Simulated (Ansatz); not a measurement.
**Nb: Nb → Hf**

Start from Nb in the bcc (W type) structure (space group Im-3m, No. 229; a = 3.2712 Å).

Perturbation: full substitution Nb → Hf; the structure is relaxed again.

Calculations: DFT with PBEsol, PAW potentials and a 420 eV plane-wave cutoff in Ansatz (a program for electronic structure), without spin-orbit coupling, earlier PAW set. Γ-centred 19×19×19 mesh, Fermi–Dirac width 0.05 eV, for the changed cell.

The volume per atom grows by 3.752 Å³ to 21.26 Å³ and the density goes up by 5.13 g/cm³, from 8.81 g/cm³ to 13.94 g/cm³. The lattice parameter a grows by 0.219 Å to 3.490 Å and the space group stays Im-3m (No. 229). The shortest interatomic distance goes up by 0.189 Å (2.833 Å → 3.022 Å) and the band gap is still zero.

Final structure:

```
CELL_PARAMETERS angstrom
     -1.74503     1.74503     1.74503
      1.74503    -1.74503     1.74503
      1.74503     1.74503    -1.74503
ATOMIC_POSITIONS crystal
  Hf 0.00000 0.00000 0.00000
```

Whether these cells are dynamically stable was not tested. All final runs are without spin polarisation. This is not the structure that Hf has at room temperature and ambient pressure.
